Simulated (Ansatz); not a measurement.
Output of an Ansatz run (abridged):

```
WARN the atoms were moved onto the symmetric positions of the space group found under crystal.symmetry.tolerance 1.0e-5 (fractional …
WARN basis.ecutwfc = 420 eV, the default
WARN ansatz: RAYON_NUM_THREADS=1 ignored (pool sized by the plan → 1); use --threads N
Pseudopotentials: kind: paw
Pseudopotential: Nb, paw, valence charge 13
Pseudopotential: W, paw, valence charge 14
Crystal: 12 atoms, lattice volume = 223.670 Å³
Basis set: ecut = 420 eV, 4319 PW (Γ), exchange–correlation on 80×80×120 points (8 copies of the dense FFT grid, shifted against one another)
Bands: 99, of which v1, the nominal top of the filled ones, is band 82 counted from 1 (81 counted from 0)
Symmetry: 24 space group operations
Space group: P63/mmc (ITA 194), of the structure as read, at distance tolerance 6.1e-5 Å
k-points: 10 of 75
Initial density: superposition of atomic densities (neutral atoms: chi_scale 0, normalization atom), corrected by the library's trained network
Initial wavefunctions: pseudopotential atomic-orbital guess
Eigensolver: davidson
Functional: x = pbe(κ = 0.804, μ = 0.2195149727645171), c = pbe(β = 0.06672455060314922)
SCF iter   1: F=—  HF=-101285.703202 eV  |F-HF|=—  |Δ(HF+E_count)|=         —  Δρ=6.78e-3  dr2=3.30e-1  ethr=1.77e-3  ⟨swp⟩=4.3  Hψ=3529  notcnv=0
all-band conjugate gradients solve this SCF's bands
preconditioner: auto → Kerker (q_TF=auto, 2.591 Å⁻¹)
SCF iter   2: F=—  HF=-101285.671348 eV  |F-HF|=—  |Δ(HF+E_count)|=   3.19e-2  S|Δr|=    0.00e0  Δρ=3.43e-3  dr2=8.26e-2  ethr=2.01e-4  ⟨swp⟩=1.0  Hψ=1140  notcnv=0
SCF iter   3: F=—  HF=-101285.660121 eV  |F-HF|=—  |Δ(HF+E_count)|=   1.12e-2  S|Δr|=    0.00e0  Δρ=4.96e-4  dr2=7.61e-4  ethr=5.04e-5  ⟨swp⟩=2.0  Hψ=1148  notcnv=0
SCF iter   4: F=—  HF=-101285.659910 eV  |F-HF|=—  |Δ(HF+E_count)|=   2.10e-4  S|Δr|=    0.00e0  Δρ=1.06e-4  dr2=6.45e-5  ethr=4.64e-7  ⟨swp⟩=2.0  Hψ=1325  notcnv=0
SCF iter   5: F=—  HF=-101285.660073 eV  |F-HF|=—  |Δ(HF+E_count)|=   1.63e-4  S|Δr|=    0.00e0  Δρ=2.93e-5  dr2=4.31e-6  ethr=3.93e-8  ⟨swp⟩=2.0  Hψ=1311  notcnv=0
SCF iter   6: F=-101285.660072 eV  HF=-101285.660072 eV  |F-HF|=6.22e-8  |Δ(HF+E_count)|=   5.99e-7  S|Δr|=    0.00e0  Δρ=4.89e-6  dr2=9.72e-8  ethr=6.10e-11  ⟨swp⟩=9.4  Hψ=4413  notcnv=0
SCF 1 converged in 6 iterations: F = -101285.660072 eV  dr2 = 9.72e-8
SCF converged after 6 iterations
Stability not checked (fill_not_monotonic)
Free energy (F): -101285.660072 eV
Harris-Foulkes:  -101285.660072 eV  (|F-HF|=6.22e-8)
Internal energy: -101285.614094 eV  (E = F + TS)
E sigma→0 (E₀):  -101285.644746 eV
Entropy (-TS):   -0.045978 eV (-3.832 meV/atom)
Fermi energy:    18.224466 eV
--- Per-component energies (eV) ---
  E_band       = -1391.972314
  E_kinetic    = 5129.215133
  E_local      = -9011.560986  (includes V_loc(G=0)·N_el)
  E_nonlocal   = 476.234979
  E_hartree    = 3088.260822
  E_xc         = -2821.130051
  E_vxc        = -2739.895968  (∫ρ·V_xc dr)
  E_paw        = -80788.471912  (= ΣΔE_a)
  E_vpaw       = -1422.486966  (= ΣTr[D̂ρ^β])
  E_aug_tail   = -0.000468  (compensation charges beyond the density's cutoff)
  E_ewald      = -17358.161612
  E_smearing   = -0.045978  (= −TS)
  E_closure    = 0.000000  (closes the sum)
  Σ components = -101285.660072   (vs F -101285.660072, Δ=0.00e0)
--- Forces (eV/Å), atoms counted from 1 ---
  atom   1  Nb     0.00000000     0.00000000    -0.37201607
  atom   2  Nb     0.00000000    -0.00000000    -0.37201607
  atom   3  Nb    -0.00000000    -0.00000000     0.37201607
  atom   4  Nb    -0.00000000     0.00000000     0.37201607
  atom   5  W     -0.00000000     0.00000000    -0.00000000
  atom   6  W     -0.00000000     0.00000000     0.00000000
  atom   7  W     -0.12590380     0.07269059     0.00000000
  atom   8  W     -0.12590380    -0.07269059     0.00000000
  atom   9  W      0.00000000    -0.14538118    -0.00000000
  atom  10  W      0.12590380    -0.07269059    -0.00000000
  atom  11  W      0.12590380     0.07269059    -0.00000000
  atom  12  W      0.00000000     0.14538118     0.00000000
  max |Σ_I F_I| component: 1.67e-16 eV/Å
--- Stress (GPa, compression-positive) ---
      -10.626140       0.000000       0.000000
       -0.000000     -10.626140      -0.000000
        0.000000      -0.000000     -12.541624
  P = ⅓ Tr σ = -11.2646 GPa (-112.646 kbar)
  The stress holds the Pulay correction. Without it, at fixed plane waves, as pw.x and ABINIT print it: P = -11.3136 GPa
--- Band table (eV; the first three rows and the last of 10) ---
  k-point 0: bands = ["-55.5971", "-55.5770", "-55.4683", "-55.4683", "-55.4683", "-55.4683", "-55.4482", "-55.4277", "-37.2065", "-37.1984", "-37.1814", "-37.1730", "-20.7193", "-20.5572", "-20.2803", "-20.1227", "-20.1227", "-20.0886", "-20.0886", [...]
  k-point 1: bands = ["-55.5925", "-55.5826", "-55.4683", "-55.4683", "-55.4683", "-55.4683", "-55.4425", "-55.4323", "-37.2049", "-37.2010", "-37.1787", "-37.1747", "-20.6919", "-20.6179", "-20.1752", "-20.1180", "-20.1180", "-20.1032", "-20.1032", [...]
  k-point 2: bands = ["-55.5877", "-55.5683", "-55.4828", "-55.4771", "-55.4683", "-55.4683", "-55.4482", "-55.4227", "-37.2044", "-37.1963", "-37.1835", "-37.1752", "-20.6324", "-20.4726", "-20.2659", "-20.1051", "-20.0757", "-20.0611", "-20.0254", [...]
  k-point 9: bands = ["-55.5478", "-55.5406", "-55.5231", "-55.5152", "-55.4683", "-55.4683", "-55.4380", "-55.4227", "-37.1959", "-37.1936", "-37.1863", "-37.1840", "-20.3377", "-20.2928", "-20.1414", "-20.0993", "-19.9942", "-19.9781", "-19.9635", [...]
```

The structure:

```xyz
12
Lattice="5.4002 0.0000 0.0000 -2.7001 4.6767 0.0000 0.0000 0.0000 8.8565" Properties=species:S:1:pos:R:3 pbc="T T T"
Nb     0.0000     3.1178     0.5567
Nb     2.7001     1.5589     4.9850
Nb     2.7001     1.5589     8.2998
Nb     0.0000     3.1178     3.8716
W      0.0000     0.0000     0.0000
W      0.0000     0.0000     4.4283
W      4.0270     0.7928     2.2141
W      1.3270     3.8839     6.6424
W      2.7001     3.0911     2.2141
W     -1.3270     3.8839     6.6424
W      1.3731     0.7928     2.2141
W      0.0000     1.5855     6.6424
```

**Question.** Write an input that gives this output.

**Answer.** Other spellings and defaults could give the same log, and not every line can be read from it. The input that was run (DFT, PBE, plane waves, default PAW files):

Ansatz 0.2 input:
```yaml
# NbW2
crystal:
  lattice:
    - [5.40015800, 0.00000000, 0.00000000]
    - [-2.70007900, 4.67667400, 0.00000000]
    - [0.00000000, 0.00000000, 8.85654800]
  atoms:
    - { symbol: Nb, position_ang: [-0.00000270, 3.11778423, 0.55672261] }
    - { symbol: Nb, position_ang: [2.70008170, 1.55888977, 4.98499661] }
    - { symbol: Nb, position_ang: [2.70008170, 1.55888977, 8.29982539] }
    - { symbol: Nb, position_ang: [-0.00000270, 3.11778423, 3.87155139] }
    - { symbol: W, position_ang: [0.00000000, 0.00000000, 0.00000000] }
    - { symbol: W, position_ang: [0.00000000, 0.00000000, 4.42827400] }
    - { symbol: W, position_ang: [4.02704632, 0.79276639, 2.21413700] }
    - { symbol: W, position_ang: [1.32696732, 3.88390761, 6.64241100] }
    - { symbol: W, position_ang: [2.70007900, 3.09114121, 2.21413700] }
    - { symbol: W, position_ang: [-1.32696732, 3.88390761, 6.64241100] }
    - { symbol: W, position_ang: [1.37311168, 0.79276639, 2.21413700] }
    - { symbol: W, position_ang: [0.00000000, 1.58553279, 6.64241100] }
kpoints:
  mp_grid: { grid: [5, 5, 3] }
hamiltonian:
  xc: pbe
  pseudopotentials: { kind: paw }
scf:
  occupations: { method: cold, width: 0.2 eV }
output:
  forces: true
  eigenvalues: true
  stress: true
```

The starting cell was generated: these elements placed on a structure prototype, without a prior relaxation; it need not be a known phase or ordering of this composition. Its lattice was rescaled by a random factor within 2.5 % of one. Spin-orbit coupling is off. Spin polarisation is off. With a pressure of about -11 GPa the cell is away from its equilibrium volume at this level. Ansatz's pressure includes its estimate of the finite-basis (Pulay) stress.

Ansatz is a program for electronic structure.
